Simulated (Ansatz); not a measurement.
Consider Sn in the diamond structure (space group Fd-3m, No. 227; a = 6.6562 Å; relaxed with 0.1 eV smearing).

The values are results of PBE, PAW, 420 eV (Ansatz, a quantum-chemistry and plane-wave program; no spin-orbit coupling), not measurements.

Base values:

| Item | Value |
|---|---|
| Pressure | 0.0 GPa |
| Band gap | zero |

Modification: an isotropic linear strain of −0.50 %; the atoms relax in the strained cell.

Question: What happens to the energy relative to the base, pressure and band gap?

Answer: The energy rises by 0.9 meV/atom; the pressure goes from zero to 0.6 GPa; the band gap remains zero.

Stability against distortions was not tested.
